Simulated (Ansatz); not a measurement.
The reference is TiSi$_{2}$ (space group Fddd, No. 70; a = 4.7804 Å, b = 8.2321 Å, c = 8.5219 Å).

Method: r2SCAN (Ansatz, a program for electronic structure; PAW; 500 eV plane waves; without spin-orbit coupling), earlier PAW set.

For the base:

```
Quantity            Value
---------------  --------
Volume per atom  13.97 Å³
```

Perturbation: every Si is replaced by Os, then cell and atoms are relaxed.

Tabulated Pauling electronegativity and covalent radius: Si 1.90, 1.11 Å; Os 2.20, 1.44 Å.

Task: How does this affect the volume per atom?

Result: The volume per atom grows by 0.76 Å³, from 13.97 Å³ to 14.73 Å³.

Whether these cells are dynamically stable was not tested. As relaxed here, TiOs2 is a hypothetical phase, not in the database extracts checked. The final runs are not spin-polarised.
